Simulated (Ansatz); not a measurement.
L1₀ (CuAu-type) CuAu, treated with PBE+SOC (PAW; Ansatz, a first-principles code).

Input:

Ansatz 0.2 input:
```yaml
crystal:
  lattice:
    - [2.8451833641, 0.0, 0.0]
    - [0.0, 2.8451833641, 0.0]
    - [0.0, 0.0, 3.6835446077]
  atoms:
    - { symbol: Cu, position: [0.0, 0.0, 0.0] }
    - { symbol: Au, position: [0.5, 0.5, 0.5] }
basis:
  ecutwfc: 520
  ecutrho_ratio: 4
  xc_grid: 2
kpoints:
  mp_grid: { grid: [20, 20, 16] }
hamiltonian:
  xc: pbe
  dispersion: none
  pseudopotentials: { kind: paw }
scf:
  occupations: { method: fermi_dirac, width: 0.05 }
  convergence: { dr2_threshold: 0.0000000002 }
output:
  forces: true
  stress: true
  eigenvalues: true
magnetization:
  noncollinear: true
  spin_orbit: true
```

The run printed, among other lines:

```
Crystal: 2 atoms, lattice volume = 29.819 Å³
Basis set: ecut = 520 eV, 821 PW (Γ), exchange–correlation on 48×48×60 points (8 copies of the dense FFT grid, shifted against one another)
Bands: 46, of which v1, the nominal top of the filled ones, is band 38 counted from 1 (37 counted from 0)
Symmetry: 16 space group operations + 16 with time reversal
k-points: 594 of 6400
Initial density: superposition of atomic densities (chi_scale 0.1, normalization cell, long waves kept (reshape's long-wave potential 0.00 eV rms))
Functional: x = pbe(κ = 0.804, μ = 0.2195149727645171), c = pbe(β = 0.06672455060314922)
spin=Noncollinear: Kerker preconditioning applied to the charge; magnetization (m_x, m_y, m_z) channels mix plain (no charge-response kernel on spin).
SCF 1 converged in 13 iterations: F = -19812.478863 eV  dr2 = 2.07e-11
SCF converged after 13 iterations
Free energy (F): -19812.478863 eV
Internal energy: -19812.473784 eV  (E = F + TS)
E sigma→0 (E₀):  -19812.476323 eV
Fermi energy:    18.437177 eV
--- Forces (eV/Å), atoms counted from 1 ---
  atom   1  Cu    -0.00000000     0.00000000     0.00000000
  atom   2  Au     0.00000000     0.00000000     0.00000000
--- Stress (GPa, compression-positive) ---
        0.001318       0.000000       0.000000
        0.000000       0.001318       0.000000
        0.000000       0.000000      -0.002326
  P = ⅓ Tr σ = 0.0001 GPa (0.001 kbar)
```
